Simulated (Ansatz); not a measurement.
**What O → S does to hypothetical fluorite TeO2**

Consider TeO2 in the fluorite structure (space group Fm-3m, No. 225; a = 5.3352 Å; a hypothetical phase, not in the database extracts checked).

Now apply this change: S takes the place of O on all its sites; the structure is relaxed again.

Calculations: r2SCAN in Ansatz (plane waves to 500 eV, PAW, spin-orbit coupling left out). k-mesh 12×12×12 (Γ-centred); smearing 0.05 eV (Fermi–Dirac), for the changed cell.

* **Volume per atom**: 23.15 Å³ (base 12.66 Å³)
* **Density**: 4.58 g/cm³ (base 6.98 g/cm³)
* **Lattice parameter a**: 6.525 Å (base 5.335 Å)
* **Space group**: Fm-3m (No. 225) (base Fm-3m (No. 225))
* **Band gap**: zero (base 1.00 eV)

Cost of the whole job for the changed cell (relaxation, final SCF and bands): very roughly 90 core-seconds.

With Te present, leaving out spin-orbit coupling can change the band edges. No phonon test of stability was made. As relaxed here, TeS2 is a hypothetical phase, not in the database extracts checked. All final runs are without spin polarisation.

Ansatz is an electronic-structure program.
